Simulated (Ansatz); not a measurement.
**NbNOF (model structure, started from the WNOF type, Pmmm, No. 47, 4 atoms in the cell): bulk modulus by level of theory**

No measured value is used here.

```csv
level (code),value (GPa),cell (Å³/atom)
LDA (Ansatz),150,15.19
PBE (Ansatz),(withheld),16.01
PBEsol (Ansatz),140,15.56
r²SCAN (Ansatz),139,15.70
```

Q: Some entries are withheld; supply them.

A: 
- PBE (Ansatz, a first-principles code), value (GPa): 131

LDA, PBE, PBEsol, r²SCAN: the bulk modulus is −V dP/dV from two relaxed cells at ±2 % in volume. Each level is taken at its own relaxed cell. Cutoffs differ between the levels. Ansatz's density-functional and Hartree–Fock values are scalar-relativistic unless marked +SOC, with PAW data made under PBE.

A model structure was made by putting elements into a prototype or built by hand; it is no filed structure, need not be a known phase, and can be a saddle point held by its symmetry.
